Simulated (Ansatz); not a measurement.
An ideal cubic perovskite cell is held by its symmetry; such compounds can tilt or shift off centre at room temperature. The starting structures come from a database of crystals and need not be the phases stable at ambient conditions.

Consider the following.

```
PbRbF3
1.0
    6.87551     0.00000     0.00000
   -3.43776     5.95437     0.00000
    3.43776     1.98479     2.80692
Rb Pb F
1 1 3
Direct
  0.00000   0.00000   0.00000
  0.00000   0.50000   0.50000
  0.50000   0.50000   0.00000
  0.50000   0.00000   0.00000
  0.00000   0.50000   0.00000
```

Space group of this cell: Pm-3m, cubic perovskite. The cell is taken as given; by PBEsol its mean pressure is -1.8 GPa.

Transport runs along the normal of the first two printed cell vectors, the (111) plane of the conventional cell.

The gap is the functional's own. No spin-orbit coupling. Mid-gap values are interpolated on the energy grid.

Question: Predict the band gap and the smallest decay constant κ at mid-gap from PBEsol (Ansatz, a quantum-chemistry and plane-wave program).

Answer: Gap 2.97 eV on a 10×10×10 mesh; κ = 0.262 1/Å, at the zone centre.
